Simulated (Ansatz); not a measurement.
Consider Ge in the diamond structure (space group Fd-3m, No. 227; a = 5.676 Å). Axes: x, y, z lie along the cube axes.

Calculations: Kohn–Sham DFT with the PBEsol functional, run in Ansatz (a quantum-chemistry and plane-wave program) with PAW and 420 eV plane waves, no SOC.

For the base:

The shortest interatomic distance is 2.458 Å.

Perturbation: tensile biaxial strain of 2.50 % in the plane normal to [001], as in epitaxy on a mismatched substrate; the out-of-plane cell vector and the atoms relax.

Task: What happens to the shortest interatomic distance?

Result: The shortest interatomic distance increases by 0.0255 Å, from 2.458 Å to 2.483 Å.

No phonon test of stability was made.
